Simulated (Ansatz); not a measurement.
Partial pair distribution functions of a relaxed model of amorphous Si30N42Mg3, broadened by 0.06 Å; density 2.97 g/cm³. Level of theory: PBE, scalar-relativistic without spin-orbit coupling (plane waves to 420 eV, PAW; Ansatz, a quantum-chemistry and plane-wave program).

It comes from a melt-quench run on a machine-learned potential (CHGNet), relaxed afterwards by DFT. N atoms were pushed apart under 1.9 Å during the dynamics, to hinder bonds among them. The hot cell started wider than the set density and was brought back towards it in steps. It is the lowest in DFT energy of 2 quenches. It is a model cell: composition and starting density were chosen by hand, and all elements were melted together. No dispersion term was used. Its density started from a set value of 2.97 and ended at 2.97 g/cm³. The simulated quench (nominally 380 K/ps over its main leg) is rapid and tends to freeze in more defects than a deposited or slowly cooled glass has. One small periodic cell is one sample of the glass; other quenches scatter about these values. The volume was held where the preparation left it and the shape relaxed, at a PBE pressure of 1.8 GPa. Stress components on the final sampling reach 2.0 GPa.

```json
[
 {"r (Å)": "1.45", "g Si-N": "0.00", "g N-Mg": "0.00", "g Si-Si": "0.00", "g N-N": "0.00"},
 {"r (Å)": "1.55", "g Si-N": "0.28", "g N-Mg": "0.00", "g Si-Si": "0.00", "g N-N": "0.00"},
 {"r (Å)": "1.65", "g Si-N": "4.83", "g N-Mg": "0.00", "g Si-Si": "0.00", "g N-N": "0.00"},
 {"r (Å)": "1.75", "g Si-N": "10.61", "g N-Mg": "0.00", "g Si-Si": "0.00", "g N-N": "0.00"},
 {"r (Å)": "1.85", "g Si-N": "4.02", "g N-Mg": "0.06", "g Si-Si": "0.00", "g N-N": "0.00"},
 {"r (Å)": "1.95", "g Si-N": "0.93", "g N-Mg": "1.32", "g Si-Si": "0.00", "g N-N": "0.00"},
 {"r (Å)": "2.05", "g Si-N": "0.14", "g N-Mg": "3.62", "g Si-Si": "0.00", "g N-N": "0.00"},
 {"r (Å)": "2.15", "g Si-N": "0.11", "g N-Mg": "3.18", "g Si-Si": "0.00", "g N-N": "0.00"},
 {"r (Å)": "2.25", "g Si-N": "0.09", "g N-Mg": "2.29", "g Si-Si": "0.00", "g N-N": "0.00"},
 {"r (Å)": "2.35", "g Si-N": "0.01", "g N-Mg": "1.32", "g Si-Si": "0.12", "g N-N": "0.16"},
 {"r (Å)": "2.45", "g Si-N": "0.00", "g N-Mg": "1.85", "g Si-Si": "1.07", "g N-N": "0.75"},
 {"r (Å)": "2.55", "g Si-N": "0.00", "g N-Mg": "0.57", "g Si-Si": "1.44", "g N-N": "1.19"},
 {"r (Å)": "2.65", "g Si-N": "0.01", "g N-Mg": "0.24", "g Si-Si": "0.74", "g N-N": "1.63"},
 {"r (Å)": "2.75", "g Si-N": "0.11", "g N-Mg": "0.87", "g Si-Si": "1.05", "g N-N": "2.98"},
 {"r (Å)": "2.85", "g Si-N": "0.27", "g N-Mg": "0.77", "g Si-Si": "2.39", "g N-N": "3.85"},
 {"r (Å)": "2.95", "g Si-N": "0.41", "g N-Mg": "0.19", "g Si-Si": "3.21", "g N-N": "3.41"},
 {"r (Å)": "3.05", "g Si-N": "0.44", "g N-Mg": "0.34", "g Si-Si": "2.86", "g N-N": "1.88"},
 {"r (Å)": "3.15", "g Si-N": "0.63", "g N-Mg": "0.56", "g Si-Si": "1.85", "g N-N": "0.94"},
 {"r (Å)": "3.25", "g Si-N": "0.81", "g N-Mg": "0.59", "g Si-Si": "1.17", "g N-N": "0.70"},
 {"r (Å)": "3.35", "g Si-N": "0.89", "g N-Mg": "1.06", "g Si-Si": "0.80", "g N-N": "0.70"},
 {"r (Å)": "3.45", "g Si-N": "1.24", "g N-Mg": "0.82", "g Si-Si": "0.75", "g N-N": "0.56"},
 {"r (Å)": "3.55", "g Si-N": "1.54", "g N-Mg": "0.44", "g Si-Si": "0.50", "g N-N": "0.61"},
 {"r (Å)": "3.65", "g Si-N": "1.39", "g N-Mg": "0.76", "g Si-Si": "0.41", "g N-N": "0.50"},
 {"r (Å)": "3.75", "g Si-N": "1.15", "g N-Mg": "1.21", "g Si-Si": "0.35", "g N-N": "0.38"},
 {"r (Å)": "3.85", "g Si-N": "1.37", "g N-Mg": "1.22", "g Si-Si": "0.41", "g N-N": "0.57"},
 {"r (Å)": "3.95", "g Si-N": "1.39", "g N-Mg": "0.86", "g Si-Si": "0.66", "g N-N": "0.54"},
 {"r (Å)": "4.05", "g Si-N": "1.47", "g N-Mg": "0.82", "g Si-Si": "0.70", "g N-N": "0.42"},
 {"r (Å)": "4.15", "g Si-N": "1.43", "g N-Mg": "1.45", "g Si-Si": "0.81", "g N-N": "0.49"},
 {"r (Å)": "4.25", "g Si-N": "1.59", "g N-Mg": "1.52", "g Si-Si": "0.81", "g N-N": "0.48"},
 {"r (Å)": "4.35", "g Si-N": "1.60", "g N-Mg": "1.26", "g Si-Si": "0.90", "g N-N": "0.71"},
 {"r (Å)": "4.45", "g Si-N": "1.37", "g N-Mg": "1.79", "g Si-Si": "0.93", "g N-N": "0.85"},
 {"r (Å)": "4.55", "g Si-N": "1.00", "g N-Mg": "2.06", "g Si-Si": "1.02", "g N-N": "1.02"}
]
```

Within 2.32 Å each Si has 4.10 N neighbours on average.
